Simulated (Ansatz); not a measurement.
TiSi2 (model structure, started from the AlB2 type, P6/mmm, No. 191, 3 atoms in the cell)

The numbers are results of PBEsol in Ansatz (plane waves, PAW), not measurements.

Settings: plane-wave cutoff 500 eV, 12×12×10 k mesh (along the axes of the cell as run), Fermi–Dirac smearing 0.05 eV, no spin polarisation, scalar-relativistic PAW data made under PBE.

Cell (relaxed at this level):

Space group P6/mmm (No. 191); a = 4.326 Å, b = 4.326 Å, c = 2.541 Å, α = 90.00°, β = 90.00°, γ = 120.00°

| atom | site | symmetry | x | y | z |
|---|---|---|---|---|---|
| Ti | 1a | 6/mmm | 0.0000 | 0.0000 | 0.0000 |
| Si | 2d | -6m2 | 0.3333 | 0.6667 | 0.5000 |

For TiSi2 (model structure, started from the AlB2 type, P6/mmm, No. 191, 3 atoms in the cell), the band gap is none.

Note: the relaxation could raise the start's symmetry but not lower it, so the cell can be a saddle point.

A model structure was made by putting elements into a prototype or built by hand; it is no filed structure, need not be a known phase, and can be a saddle point held by its symmetry.

Ansatz is a quantum-chemistry and plane-wave program.
